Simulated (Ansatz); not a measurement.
**Ti (Fm-3m, No. 225, 1 atom in the cell; start COD 1534878; another form than the element's usual one)**

The numbers are results of r²SCAN (PAW; Ansatz, a program for electronic structure), not measurements.

Settings: plane-wave cutoff 560 eV, 24×24×24 k mesh, Fermi–Dirac smearing 0.05 eV, no spin polarisation, scalar-relativistic PAW data made under PBE.

Cell (relaxed at this level):

Space group Fm-3m (No. 225); a = 4.111 Å, b = 4.111 Å, c = 4.111 Å, α = 90.00°, β = 90.00°, γ = 90.00°

```json
[
 {"atom": "Ti", "site": "4a", "symmetry": "m-3m", "x": "0.0000", "y": "0.0000", "z": "0.0000"}
]
```
(The calculation used a cell of 1 atom; values per cell refer to that cell.)

band gap: zero (no gap)
bulk modulus: 112 GPa

Note: the relaxation could not lower the start's symmetry, so the cell can be a saddle point above a distorted one; the bulk modulus is −V dP/dV from two relaxed cells at ±2 % in volume.

Computed values are for the static lattice.
